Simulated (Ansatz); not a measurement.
A (12,0) silicon nanotube has 48 atoms in a period of 6.689 Å, a mean diameter of 14.78 Å, and lies 21 meV/atom over the flat sheet relaxed at the same level.

Level of theory: PBE (plane waves to 420 eV, PAW; Ansatz, a program for electronic structure). Mesh 1×1×12. No spin polarisation. One-dimensional cell, images about 11 Å apart. A hypothetical model, rolled from the flat sheet. Only distortions within the start's symmetry and period were free.

Task: Which bending rigidity of the sheet does this imply in the thin-plate picture?

Result: A plate bent to radius R stores D/(2R²) an area. The area an atom is π × 14.78 × 6.689/48 = 6.47 Å², so the stored energy is 0.021/6.47 = 0.0032 eV/Å². With R = 7.390 Å, D = 2R² × 0.0032 = 0.35 eV.
